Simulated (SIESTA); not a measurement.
Band structure of LaAl (Cmcm, 8 atoms in the cell).

```xyz
8
Lattice="4.8323 -3.9768 0.0000 4.8323 3.9768 0.0000 0.0000 0.0000 5.8594" Properties=species:S:1:pos:R:3 pbc="T T T"
La     3.1179    -1.3067     4.3946
La     6.5467     1.3067     1.4649
La     3.1179     1.3067     1.4649
La     6.5467    -1.3067     4.3946
Al     4.8323     1.5774     4.3946
Al     4.8323    -1.5774     1.4649
Al     0.0000     0.0000     2.9297
Al     0.0000     0.0000     0.0000
```

Level of theory: GGA PBEsol, numerical atomic orbitals DZP, PseudoDojo PBEsol standard norm-conserving potentials (rewritten from UPF to PSML) run with SIESTA 5.4.2.

Settings: XC.functional = GGA; XC.authors = PBEsol; potentials = PseudoDojo PBEsol standard; PAO.BasisSize = DZP; PAO.EnergyShift = 0.01 Ry; MeshCutoff = 300 Ry; kgrid.MonkhorstPack = 3 3 4; OccupationFunction = FD; ElectronicTemperature = 100 meV; MaxSCFIterations = 150; SCF.Mixer.Method = Broyden; SCF.Mixer.Weight = 0.1; SCF.Mixer.History = 8; SCF.DM.Tolerance = 1.0E-04.

The starting cell comes from a database of computed structures (which also holds hypothetical and non-ambient phases and stackings), without a prior relaxation at this level. Its lattice was rescaled by a random factor within 2.5 % of one. Values carry the incompleteness of an atom-centred basis.

Levels in eV from the Fermi level, bands 25 to 30:
| point | 25 | 26 | 27 | 28 | 29 | 30 |
|---|---|---|---|---|---|---|
| Γ | -1.25 | -1.01 | -0.91 | -0.65 | -0.42 | 0.86 |
| X | -1.00 | -0.54 | -0.40 | -0.28 | 0.14 | 0.41 |
| S | -1.46 | -0.91 | -0.41 | 0.03 | 0.42 | 0.47 |
| R | -0.73 | -0.73 | -0.67 | -0.67 | 0.36 | 0.36 |
| A | -0.26 | -0.26 | -0.24 | -0.24 | 0.20 | 0.20 |
| Z | -0.37 | -0.37 | -0.31 | -0.31 | 0.53 | 0.53 |
| Y | -0.82 | -0.81 | -0.69 | -0.20 | -0.02 | 0.43 |
| X1 | -1.00 | -0.54 | -0.40 | -0.28 | 0.14 | 0.41 |
| A1 | -0.26 | -0.26 | -0.24 | -0.24 | 0.20 | 0.20 |
| T | -0.10 | -0.10 | -0.04 | -0.04 | 0.22 | 0.22 |

Bands cross the Fermi level along this path, so the cell is metallic at this level.

Higher empty bands are left out: an atom-centred basis made for the valence describes them poorly.
